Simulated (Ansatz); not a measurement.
Start from an 18-atom supercell of TaSi₂ (space group P6_222, No. 180; a = 4.7588 Å, c = 6.5606 Å) at its relaxed geometry.

All numbers come from Ansatz (a quantum-chemistry and plane-wave program) PBEsol, scalar-relativistic without spin-orbit coupling.

Base values:

The pressure is 0.0 GPa.

Modification: one Si atom is added in an open site, starting 1.71 Å from the nearest host atom, atoms relaxed at fixed cell, starting from a slightly rattled geometry.

Problem. What happens to the final site of the added atom, pressure and largest displacement of a host atom from its site in the perfect cell?

Solution. The final site of the added atom amounts to 4 Si at 2.17–2.19 Å and 4 Ta at 2.59–2.67 Å; the pressure goes from zero to 14.6 GPa; the largest displacement of a host atom from its site in the perfect cell amounts to 0.66 Å.

The cell is small, so the values are those of an ordered compound at a high defect concentration; dilute-limit values will differ. All final runs are without spin polarisation. An odd electron count without spin: TaSi2. The defect cell is not spin-polarised.
